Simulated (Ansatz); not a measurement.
For GaSb (model structure, started from the CsCl type, Pm-3m, No. 221, 2 atoms in the cell), PBEsol (PAW; Ansatz, a program for electronic structure) gives:

* **lattice constant a**: 3.543 Å
* **cohesive energy**: 2.97 eV/atom

Question: What does r²SCAN+rVV10 (Ansatz, plane waves, PAW) give for the same quantities?

Answer: 
- lattice constant a: 3.562 Å (increases by 0.5 %)
- cohesive energy: 2.67 eV/atom (shrinks by 0.30 eV/atom)

Changes are worked out from the printed values.

Unless a cell is named, each level is at its own relaxed cell (PBEsol 22.24, r²SCAN+rVV10 22.60 Å³/atom).

Levels without +SOC leave out spin–orbit coupling, which shifts energies and cells of such heavy elements.

Ansatz's density-functional and Hartree–Fock values are scalar-relativistic unless marked +SOC, with PAW data made under PBE.

A model structure was made by putting elements into a prototype or built by hand; it is no filed structure, need not be a known phase, and can be a saddle point held by its symmetry.
